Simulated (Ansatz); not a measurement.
Start from HfO2 (space group P2_1/c, No. 14; a = 5.0965 Å, b = 5.1776 Å, c = 5.2717 Å, α = 90.00°, β = 99.62°, γ = 90.00°).

Level of theory: DFT with PBEsol, PAW potentials and a 420 eV plane-wave cutoff in Ansatz (a first-principles code), no SOC, earlier PAW set.

One change was made to it. Results:

The gap character changes from indirect, Γ → Y₂ to direct at Γ; the shortest interatomic distance falls by 0.039 Å (2.039 Å → 2.000 Å); the band gap goes up by 0.617 eV, from 3.97 eV to 4.58 eV; the width of the top valence band shrinks by 0.21 eV, from 0.73 eV to 0.52 eV.

Problem. Which of these changes matches the shifts?
A) pressure 15 GPa
B) pressure 30 GPa
C) pressure 0.9 GPa
D) pressure 4.5 GPa

Solution. A, pressure 15 GPa. For comparison, the band gap in the other runs: pressure 0.9 GPa gives 3.98 eV; pressure 30 GPa gives 3.60 eV; pressure 4.5 GPa gives 4.10 eV.

With Hf present, leaving out spin-orbit coupling can change the band edges. Load acts through the strain it causes; cell and atoms are relaxed under it. Whether these cells are dynamically stable was not tested. No other phases were tried under pressure. Along this pressure series the structure jumps between pressure 22.5 GPa and pressure 30 GPa; cells beyond that are another form of it.
